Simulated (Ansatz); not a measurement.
Start from WS₂ (space group P6_3/mmc, No. 194; a = 3.154 Å, c = 12.141 Å; layered, stacked along the Cartesian z axis). Axes: x lies along a and z along c of the hexagonal cell.

All numbers come from PBE-D3(BJ) (Ansatz, an electronic-structure program, PAW, spin-orbit coupling left out).

Before the change:

The hole mass is 0.88 mₑ along c, 0.55 mₑ across (at Γ). The gap character is indirect, Γ → K–Γ (47 % along) and the band gap is 0.88 eV.

It is then changed as follows: tensile biaxial strain of 1.80 % in the plane normal to [001], as in epitaxy on a mismatched substrate; the out-of-plane cell vector and the atoms relax.

What happens to the hole mass, gap character, ratio −ε⊥/ε∥ and band gap?

The hole mass changes from 0.88 mₑ along c, 0.55 mₑ across (at Γ) to 1.1 mₑ out of plane, 0.47 mₑ in plane (at Γ); the gap character becomes indirect, Γ → K (base: indirect, Γ → K–Γ (47 % along)); the ratio −ε⊥/ε∥ comes out as 0.32; the band gap decreases by 0.016 eV, from 0.88 eV to 0.87 eV.

Spin-orbit coupling, missing from the scalar runs, can matter with W. Masses are band curvatures over ±0.01 Å⁻¹ around the edge. No phonon test of stability was made.
